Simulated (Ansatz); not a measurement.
**P interstitial in zinc-blende AlP**

All values below come from PBE, PAW (plane waves to 420 eV; Ansatz, a program for electronic structure). Cell: 64 sites, 2×2×2; final energies on a 2×2×2 shifted mesh. Site at the start: void with 4Al nearest. Energies of charged states are corrected for periodic images (point charge plus alignment at distant sites). Dielectric constants: PBE linear response of the host. Host gap at this level: 1.63 eV. A cell of this size leaves errors of a few tenths of an eV. Levels are measured in PBE's own, too narrow, gap. Spin–orbit coupling is left out. Each state is the lowest found from its start.

Formation energies E_f are given with the Fermi level at the valence-band maximum. Chemical conditions: Al-rich (Δμ(P) = -1.26 eV; only phases computed here count, gases as isolated molecules at 0 K); P-rich (Δμ(P) = 0.00 eV; only phases computed here count, gases as isolated molecules at 0 K). Reference phases: P: black phosphorus.

The name describes the start; the neighbours show where the added atom ended.

```tsv
charge	moment (μB)	largest move off a lattice site (Å)	neighbours of the added atom at the end (Å)	image correction with alignment (eV)	E_f, Al-rich (eV)	E_f, P-rich (eV)
+2†	1.0	0.17	P 2.32, P 2.32, P 2.32, Al 2.65, Al 2.66, Al 2.66, P 2.95	0.95	–	–
+1	not spin-polarised	0.94	P 2.24, P 2.24, Al 2.24, Al 2.85, Al 2.85	0.31	3.65	2.39
0	1.0	0.72	P 2.13, Al 2.24, Al 2.48	0.00	4.69	3.42
−1	not spin-polarised	1.16	P 2.20, Al 2.25, Al 2.43, Al 2.43, P 2.97, P 3.28, P 3.28	-0.01	5.55	4.28
−2*	1.0	1.14	P 2.20, Al 2.26, Al 2.44, Al 2.44, P 2.98, P 3.31, P 3.31	–	–	–
```

* At this level the carrier isn't localised at the defect: at charge −2 electrons occupy the conduction band. Such a state is shallow or no state of the defect, and this cell gives it no level.

† Not settled in this cell, so no level is given: charge +2: level within 0.1 eV of a band edge or past it.

No other site or start that was run ended lower by more than 0.1 eV.

Transition levels above the valence-band maximum: ε(+1/0) = 1.03 eV; ε(0/−1) = 0.86 eV. On the lower envelope of the bound states, inside the gap: (+1/−1) at 0.95 eV; the others aren't thermodynamic.

Flagged in the runs: a doubtful potential alignment, a strain field that reaches the edge of the cell.
